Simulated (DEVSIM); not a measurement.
Device: abrupt Si p-n junction, at 300 K.

Layer 1 from the left is Si, thickness (μm) 0.130, Na (cm⁻³) 1.6e15, τn (s) 0.00012, τp (s) 0.00012. Layer 2 from the left is Si, thickness (μm) 79.0, Nd (cm⁻³) 1.4e15, τn (s) 0.00012, τp (s) 0.00012.

Left contact: ohmic. Right contact: ohmic. Voltage is applied to the left contact. Recombination: SRH at mid-gap. Mobility is μmin + (μ − μmin)/(1 + (N/Nref)^α).

The device is made up for the run: typed textbook-type constants, with dimensions and the other settings drawn at random. Values at 300 K.

Si: gap (eV) 1.124, affinity (eV) 4.05, permittivity 11.7, Nc (cm⁻³) 2.86e19, Nv (cm⁻³) 3.1e19, μn (cm²/Vs) 1417, μp (cm²/Vs) 470, μn,min 52, μp,min 45, Nref,n 9.7e16, Nref,p 2.2e17, αn 0.68, αp 0.72.

Simulated with DEVSIM: 1D drift-diffusion, Boltzmann statistics, complete ionisation; no tunnelling, impact ionisation, image-force lowering or self-heating.

What does the simulation give for the dark forward voltage at 1 A/cm², the largest field in the device at zero bias?

dark forward voltage at 1 A/cm² 0.450 V; largest field in the device at zero bias 14000 V/cm.
